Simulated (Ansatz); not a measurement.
A (6,6) carbon nanotube, stretched and compressed along its axis from its relaxed period of 2.466 Å, atoms relaxed at each length.

Level of theory: PBE (plane waves to 420 eV, PAW; Ansatz, a program for electronic structure). Mesh 1×1×30. No spin polarisation. One-dimensional cell, images about 11 Å apart. An idealised model, rolled from the flat sheet. Symmetry and one short period hold its shape; lower forms weren't sought. Buckling under compression is shut out by symmetry and the short period. Energies are free energies at a Fermi–Dirac width of 0.05 eV, from the unstrained cell.

```csv
strain (%),energy (meV a period),axial force (nN)
-3.0,[?],[?]
-1.5,+154,-13.48
0.0,0,0.00
+1.5,+147,+12.60
+3.0,[?],[?]
+6.0,+2147,+43.59
```

Task: Complete the blanks.

Result: 
- +3.0, energy (meV a period): +573
- +3.0, axial force (nN): +24.07
- -3.0, energy (meV a period): +628
- -3.0, axial force (nN): -27.75
